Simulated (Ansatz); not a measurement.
Worked example: self-consistent single point of ZnRh3 (I4/mmm, 4 atoms in the cell) in Ansatz (a quantum-chemistry and plane-wave program).

Method of the run: LDA (PW92), PAW files made with PBE (plane waves; Ansatz).

The change in words: lattice scaled by 0.98. Reference geometry:
```yaml
crystal:
  lattice:
    - [-1.85828, 1.85828, 3.70863]
    - [1.85828, -1.85828, 3.70863]
    - [1.85828, 1.85828, -3.70863]
  atoms:
    - { symbol: Zn, position: [0.00000, 0.00000, 0.00000] }
    - { symbol: Rh, position: [0.75000, 0.25000, 0.50000] }
    - { symbol: Rh, position: [0.25000, 0.75000, 0.50000] }
    - { symbol: Rh, position: [0.50000, 0.50000, 0.00000] }
```

Reference input (self-consistent single point, DFT, LDA (PW92), plane waves, PAW files made with PBE): kpoints.mp_grid.grid = 11 11 11; hamiltonian.xc = lda; hamiltonian.pseudopotentials = {kind: paw} (the program's default PAW files); scf.occupations.method = gaussian; scf.occupations.width = 0.0037 Ry. This run's input differs from it in these lines:

```diff
@@ -2,5 +2,5 @@
   lattice:
-    - [-1.858279, 1.858279, 3.708628]
-    - [1.858279, -1.858279, 3.708628]
-    - [1.858279, 1.858279, -3.708628]
+    - [-1.821113, 1.821113, 3.634455]
+    - [1.821113, -1.821113, 3.634455]
+    - [1.821113, 1.821113, -3.634455]
   atoms:
```

Log, with long lists cut:

```
SCF iter   1: F=—  HF=-22085.327020 eV  |F-HF|=—  |Δ(HF+E_count)|=         —  Δρ=1.39e-1  dr2=9.52e0  ethr=3.10e-3  ⟨swp⟩=6.2  Hψ=18981  notcnv=0  defer=2
all-band conjugate gradients solve this SCF's bands
preconditioner: auto → Kerker (q_TF=auto, 2.853 Å⁻¹)
SCF iter   2: F=—  HF=-22083.169835 eV  |F-HF|=—  |Δ(HF+E_count)|=    2.16e0  Δρ=5.97e-2  dr2=1.82e0  ethr=3.10e-3  ⟨swp⟩=3.2  Hψ=10024  notcnv=0  defer=210
   [... lines left out ...]
SCF iter   6: F=—  HF=-22082.691656 eV  |F-HF|=—  |Δ(HF+E_count)|=   5.39e-4  Δρ=3.72e-4  dr2=6.86e-5  ethr=3.77e-6  ⟨swp⟩=2.1  Hψ=5560  notcnv=0  defer=212
SCF iter   7: F=—  HF=-22082.691644 eV  |F-HF|=—  |Δ(HF+E_count)|=   1.18e-5  Δρ=1.62e-4  dr2=1.65e-5  ethr=1.09e-7  ⟨swp⟩=2.2  Hψ=6894  notcnv=0  defer=212
SCF iter   8: F=—  HF=-22082.691640 eV  |F-HF|=—  |Δ(HF+E_count)|=   4.41e-6  Δρ=3.47e-5  dr2=5.30e-7  ethr=2.62e-8  ⟨swp⟩=2.0  Hψ=6546  notcnv=0  defer=212
SCF iter   9: F=-22082.691640 eV  HF=-22082.691640 eV  |F-HF|=1.73e-8  |Δ(HF+E_count)|=   1.74e-8  Δρ=9.08e-6  dr2=3.17e-8  ethr=1.59e-10  ⟨swp⟩=11.3  Hψ=21493  notcnv=0
SCF 1 converged in 9 iterations: F = -22082.691640 eV  dr2 = 3.17e-8
Free energy (F): -22082.691640 eV
Internal energy: -22082.687950 eV  (E = F + TS)
E sigma→0 (E₀):  -22082.689795 eV
Entropy (-TS):   -0.003690 eV (-0.923 meV/atom)
Fermi energy:    22.740073 eV
--- Forces (eV/Å), atoms counted from 1 ---
  atom   1  Zn     0.00000000    -0.00000000    -0.00000000
   [... zero for the other atoms too ...]
--- Stress (GPa, compression-positive) ---
       26.168860      -0.000000      -0.000000
       -0.000000      26.168860       0.000000
       -0.000000       0.000000      26.139299
  P = ⅓ Tr σ = 26.1590 GPa (261.590 kbar)
  The stress holds the Pulay correction. Without it, at fixed plane waves, as pw.x and ABINIT print it: P = 26.0495 GPa
```

The run converged in 9 iterations. Against the reference run the free energy goes up by 71.8 meV/atom and the pressure goes from 5.58 to 26.16 GPa.

The starting cell comes from a database of computed structures (which also holds hypothetical and non-ambient phases and stackings), without a prior relaxation at this level. Its lattice was rescaled by a random factor within 2.5 % of one. For this run, on top of that: lattice scaled by 0.98. Spin polarisation is off. With a pressure of about 26 GPa the cell is away from its equilibrium volume at this level. Ansatz's pressure includes its estimate of the finite-basis (Pulay) stress.

Keys are those of Ansatz 0.2.
